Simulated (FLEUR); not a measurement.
**FLEUR run on SnO2 (P4_2/mnm, 6 atoms in the cell): self-consistent single point**

Method of the run: PBE, all-electron FLAPW (FLEUR), scalar-relativistic valence run with FLEUR.

The input file:

Input of the input generator:

```
SnO2 crystal
&input film=f /
4.8777460000 0.0000000000 0.0000000000
0.0000000000 4.8777460000 0.0000000000
0.0000000000 0.0000000000 3.2835180000
1.8897261246
1.0 1.0 1.0

6
50 0.5000000000 0.5000000000 0.5000000000
50 0.0000000000 0.0000000000 -0.0000000000
8 0.1940300000 0.8059700000 0.5000000000
8 0.8059700000 0.1940300000 0.5000000000
8 0.6940300000 0.6940300000 0.0000000000
8 0.3059700000 0.3059700000 0.0000000000

&comp jspins=1 /
&kpt div1=7 div2=7 div3=10 gamma=t /
&end /
```

```xml
<?xml version="1.0" encoding="UTF-8" standalone="no"?>
<fleurInput fleurInputVersion="0.39">
   <comment>
      SnO2 crystal                                                                                        
   </comment>
   <calculationSetup>
      <cutoffs Kmax="4.5" Gmax="18.0" GmaxXC="18.0" numbands="0"/>
      <scfLoop itmax="100" minDistance="0.00001" maxIterBroyd="99" imix="Anderson" alpha="0.05" precondParam="0.0" spinf="2.0"/>
      <coreElectrons ctail="T" frcor="F" kcrel="0" coretail_lmax="0"/>
      <xcFunctional name="pbe" relativisticCorrections="F"/>
      <magnetism jspins="1"/>
      <soc l_soc="F" theta="0.0" phi="0.0" spav="F"/>
      <expertModes spex="0" secvar="F"/>
      <geometryOptimization l_f="T" forcealpha="1.0" forcemix="BFGS" epsdisp="0.00001" epsforce="0.00001"/>
      <ldaU l_linMix="F" mixParam="0.05" spinf="1.0"/>
   </calculationSetup>
   <cell>
      <bzIntegration valenceElectrons="52.0" mode="hist" fermiSmearingEnergy="0.0001">
         <kPointListSelection listName="default-1"/>
         <!-- k-points included here -->
         <xi:include xmlns:xi="http://www.w3.org/2001/XInclude" href="kpts.xml"> </xi:include>
      </bzIntegration>
      <!-- symmetry operations included here -->
      <xi:include xmlns:xi="http://www.w3.org/2001/XInclude" href="sym.xml"> </xi:include>
      <bulkLattice scale="1.0">
         <bravaisMatrix>
            <row-1>    9.2176040453631511     0.0000000000000000     0.0000000000000000</row-1>
            <row-2>    0.0000000000000000     9.2176040453631511     0.0000000000000000</row-2>
            <row-3>    0.0000000000000000     0.0000000000000000     6.2049497451943427</row-3>
         </bravaisMatrix>
      </bulkLattice>
   </cell>
   <atomSpecies>
      <species name="Tin (Sn)" element="Sn" atomicNumber="50">
         <mtSphere radius="2.38" gridPoints="819" logIncrement="0.016"/>
         <atomicCutoffs lmax="10" lnonsphr="8"/>
         <electronConfig flipSpins="F">
            <coreConfig>(1s1/2) (2s1/2) (2p1/2) (2p3/2) (3s1/2) (3p1/2) (3p3/2) (4s1/2) (3d3/2) (3d5/2) (4p1/2) (4p3/2)</coreConfig>
            <valenceConfig>(5s1/2) (4d3/2) (4d5/2) (5p1/2) (5p3/2)</valenceConfig>
            <stateOccupation state="(5p1/2)" spinUp="0.3333333333333" spinDown="0.3333333333333"/>
            <stateOccupation state="(5p3/2)" spinUp="0.6666666666667" spinDown="0.6666666666667"/>
         </electronConfig>
         <energyParameters s="5" p="5" d="5" f="4"/>
         <lo type="SCLO" l="2" n="4" eDeriv="0"/>
      </species>
      <species name="Oxygen (O)" element="O" atomicNumber="8">
         <mtSphere radius="1.34" gridPoints="463" logIncrement="0.023"/>
         <atomicCutoffs lmax="6" lnonsphr="4"/>
         <electronConfig flipSpins="F">
            <coreConfig>(1s1/2)</coreConfig>
            <valenceConfig>(2s1/2) (2p1/2) (2p3/2)</valenceConfig>
            <stateOccupation state="(2p1/2)" spinUp="0.6666666666667" spinDown="0.6666666666667"/>
            <stateOccupation state="(2p3/2)" spinUp="1.3333333333333" spinDown="1.3333333333333"/>
         </electronConfig>
         <energyParameters s="2" p="2" d="3" f="4"/>
      </species>
   </atomSpecies>
   <atomGroups>
      <atomGroup species="Tin (Sn)">
         <relPos label="                   1">1.000/2.000 1.000/2.000 1.000/2.000</relPos>
         <relPos label="                   2">.0000000000 .0000000000 .0000000000</relPos>
         <force calculate="T" relaxXYZ="TTT"/>
      </atomGroup>
      <atomGroup species="Oxygen (O)">
         <relPos label="                   3">.1940300000 -.1940300000 1.000/2.000</relPos>
         <relPos label="                   4">-.1940300000 .1940300000 1.000/2.000</relPos>
         <relPos label="                   5">-.3059700000 -.3059700000 .0000000000</relPos>
         <relPos label="                   6">.3059700000 .3059700000 .0000000000</relPos>
         <force calculate="T" relaxXYZ="TTT"/>
      </atomGroup>
   </atomGroups>
   <output dos="F" band="F" slice="F">
      <checks vchk="F" cdinf="F"/>
      <bandDOS minEnergy="-.5*Htr" maxEnergy="0.5*Htr" sigma="0.015" storeEVData="T"/>
      <vacuumDOS vacdos="F" integ="F" star="F" nstars="0" locx1="0.0" locy1="0.0" locx2="0.0" locy2="0.0" nstm="0" tworkf="0.0"/>
      <unfoldingBand unfoldBand="F" supercellX="1" supercellY="1" supercellZ="1"/>
      <plotting iplot="0" polar="F">
         <plot TwoD="T" vec1="  1.0  0.0  0.0" vec2="  0.0  1.0  0.0" vec3="  0.0  0.0  1.0" zero="  0.0  0.0  0.0" file="plot"/>
      </plotting>
      <chargeDensitySlicing numkpt="0" minEigenval="0.0" maxEigenval="0.0" nnne="0" pallst="F"/>
      <specialOutput eonly="F"/>
      <magneticCircularDichroism mcd="F" energyLo="-10.0" energyUp="0.0"/>
   </output>
  <!-- We include the file relax.xml here to enable relaxations (see documentation) -->
  <xi:include xmlns:xi="http://www.w3.org/2001/XInclude" href="relax.xml"> <xi:fallback/> </xi:include>
</fleurInput>
```

Log, with long lists cut:

```
      Welcome to FLEUR        (www.flapw.de)
      MaX-Release 8.1          (www.max-centre.eu)

 ========== k-point set info ==========
 Selected k-point list: default-1
 k-point list type: mesh
 7 x 7 x 10
 Number of k points: 60

 ------------Calculation Setup---------------------------
           1           2           3           4           5           6          10          12          15          20          30          60
 Number of basis functions:          855
 Iteration:     1   Distance:      23.94563227 me/bohr^3
 Iteration:     2   Distance:      20.62393779 me/bohr^3
 Iteration:     3   Distance:       8.86809960 me/bohr^3
 Iteration:     4   Distance:       5.17748756 me/bohr^3
 Iteration:     5   Distance:       1.71555407 me/bohr^3
 Iteration:     6   Distance:       0.48449630 me/bohr^3
   [... 5 lines left out ...]
 Iteration:    12   Distance:       0.00052461 me/bohr^3
 Iteration:    13   Distance:       0.00018760 me/bohr^3
 Iteration:    14   Distance:       0.00012406 me/bohr^3
 Iteration:    15   Distance:       0.00003151 me/bohr^3
 Iteration:    16   Distance:       0.00000468 me/bohr^3
 Reset of history

 Run finished successfully
 Stop message:
   Structural relaxation: new displacements generated

[file out, last iteration]
             iter=     17
          p o t e n t i a l   g e n e r a t o r
[...]
          integral of pseudo charge density inside the slab=        0.000000   0.000000
     coulomb potential in the interstitial region:
          density-coulomb potential integrals
          total density-coulomb potenti   -20441.7429563924
          density-effective potential integrals for spin  1
          total density-effective poten   -2.0917479640E+04
          charge density-energy density integrals
          total charge density-energy d   -3.6503168826E+02
 Updated energy parameters for spin:           1
  Atom    1 5s branch from -4.48 to  1.09 htr. ; e_l = -0.0495
  Atom    1 5p branch from -2.85 to  1.82 htr. ; e_l =  0.1431
  Atom    1 5d branch from -0.45 to  3.12 htr. ; e_l =  0.3328
  Atom    1 4f branch from -9.99 to  2.00 htr. ; e_l =  0.4773
  Atom    1 4d branch from-16.93 to -0.45 htr. ; e_l(l -0.5136
  Atom    2 2s branch from-18.34 to  1.15 htr. ; e_l = -0.5040
  Atom    2 2p branch from -9.99 to  1.43 htr. ; e_l = -0.0924
  Atom    2 3d branch from -9.99 to  6.63 htr. ; e_l =  0.1602
  Atom    2 4f branch from -9.99 to 11.53 htr. ; e_l =  0.3201
[...]
 fermi energy and band-weighting factors:
at   0.00000   0.00000   0.00000   k-weight:    0.002041
   40 eigenvalues :
   -0.546942   -0.524862   -0.519451   -0.518285   -0.518285   -0.516423   -0.515374   -0.513238
   -0.512012   -0.512012   -0.454940   -0.396315   -0.396315   -0.345971   -0.064012    0.085816
    0.085816    0.090016    0.123637    0.152100    0.154211    0.178276    0.178276    0.199280
    0.199280    0.225839    0.235692    0.423434    0.441659    0.441659    0.584877    0.597894
    0.636553    0.636553    0.666849    0.672768    0.736789    0.826451    0.897467    0.908477
   [... 2 blocks of this kind left out ...]

[...]
FERMIE:
          first approx. to ef    (T=0)  :   0.225839 htr   (energy of the highest occ. eigenvalue)
          number of occ. states  (T=0)  :       1560
          first approx. to seigv (T=0)  : -10.685207 htr
          sum of weights of occ. states :  26.000000
          sum of semicore charge        :   0.000000 e
FERHIS:  Fermi-Energy by histogram:
          bandgap                     :   0.009853 htr
          charge neutrality (T=0)     :   0.000000    (zero if the highest occ. eigenvalue is "entirely" occupied)
          no eigenvalues within 8 tkb of ef reverts to the t=0 k method.
          number of occ. states       :      1560
          sum of the valence weights  :   26.000000
          entropy         :   0.000000 *kb htr/K =   0.00000 htr/K
          sum of val. single particle energies:       -10.6852072793 htr
 Direct bandgap for spin            1 :    9.8533028720604043E-003  Htr
 at k-point            1  with k-vector    0.0000000000000000        0.0000000000000000        0.0000000000000000
          valence density: spin= 1
[...]
     l-like charge
     atom     s        p        d        f        total
 -->  1    0.69442  0.65173 10.04856  0.09845   11.52496
 -->  2    1.33483  2.92257  0.00292  0.00040    4.26077
          total charge for spin  1=   52.000000
          interst. charge =      11.907002
          mt charge=             11.524957    4.260771
          total charge  =   52.000000
          z= 50.     r(1)=  0.492641E-05     dx= 0.016000     m.t.index= 819
               n    l     j    energy       weight
               1.   0.   0.5-1065.1172      2.0000
               2.   0.   0.5 -160.3692      2.0000
               2.   1.   0.5 -149.7646      2.0000
   [... 9 lines left out ...]
          atom type    1  (spin 1)
          kinetic energy=  0.637786706040E+04     sum of the eigenvalues= -0.372387190003E+04
          0.00439661  electrons lost from core.
          z=  8.     r(1)=  0.325306E-04     dx= 0.023000     m.t.index= 463
               n    l     j    energy       weight
               1.   0.   0.5  -18.3402      2.0000
          atom type    2  (spin 1)
          kinetic energy=  0.583125945236E+02     sum of the eigenvalues= -0.366804822296E+02
          0.00000257  electrons lost from core.
          total charge for spin  1=  132.000000
          interst. charge =      11.915681
          mt charge=             47.520560    6.260800
          total charge  =  132.000000
          zc=   132.000000     qfix=    1.000000
     t o t a l  e n e r g y
          sum of eigenvalues =             -7605.1509362569
          density-coulomb potential int   -20441.7429563924
          density-effective potential i   -20917.4796397380
          charge density-ex.-corr.energ     -365.0316882577
          el.-nucl. inter. diff. m.t.      14961.2802577265
          Madelung term for atom type:       -59.5119980428
          el.-nucl. inter. diff. m.t.        342.5338105885
          Madelung term for atom type:       -22.4167475091
 ---->    total energy=                   -12659.3172768399 htr
 ---->    (input%tkb*entropy) TS=              0.0000000000 htr
 ---->    free energy=                    -12659.3172768399 htr
      extrapolation for T->0
 ---->    total electron energy=          -12659.3172768399 htr
 ***** TOTAL FORCES ON ATOMS *****
 TOTAL FORCE FOR ATOM TYPE=  1  X=  4.609   Y=  4.609   Z=  3.102
                       FX_TOT= 0.000000 FY_TOT= 0.000000 FZ_TOT= 0.000000
 TOTAL FORCE FOR ATOM TYPE=  2  X=  1.788   Y= -1.788   Z=  3.102
                       FX_TOT=-0.003177 FY_TOT= 0.003177 FZ_TOT= 0.000000
```

The run converged in 16 iterations. FLEUR gives forces in its relaxation mode, with a further iteration, so its stop message speaks of a relaxation.

The starting cell comes from a database of computed structures (which also holds hypothetical and non-ambient phases and stackings), without a prior relaxation at this level. Its lattice was rescaled by a random factor within 2.5 % of one. Values depend on the basis (sphere radii, cutoffs, local orbitals), which need not be converged.

Cost on one core of a shared machine: roughly 5 min.
